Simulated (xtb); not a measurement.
xtb 6.7.1, GFN2-xTB: C[Si](C)(C)c1c(F)c(F)c(-c2cccc(-c3ccc4c(c3)oc3cc(C(F)(F)F)ccc34)c2)c(F)c1F, 56 atoms. The geometry is a generated start, not checked to be a minimum at this level.

```yaml
method: GFN2-xTB
"--acc": 1 (default)
"--etemp (K)": 300 (default)
detailed input (--input): "none: ANC optimiser, Lindh (1995) Hessian, microcycle=20, maxdispl=1.0, hlow=0.01 (default)"
basis_functions: 173
valence_electrons: 190
```

The structure is relaxed from this start with --opt LEVEL for the levels crude, sloppy, loose, lax, normal, tight, vtight, extreme, once each. Up to the end of the extreme run atoms move by at most 0.86 Å along an axis.

Problem. What is the loosest level that ends within 20 meV of the extreme run, and how many cycles does it take?

Solution. sloppy: 7 cycles against 123, ending 14 meV above.

```tsv
level	cycles	energy above the extreme run (meV)	gradient norm (eV/Å)
crude	4	27	0.29
sloppy	7	14	0.11
loose	10	10	0.091
lax	17	4.3	0.037
normal	22	3.3	0.013
tight	44	0.82	0.0076
vtight	68	0.32	0.0029
extreme	123	—	0.0012
```
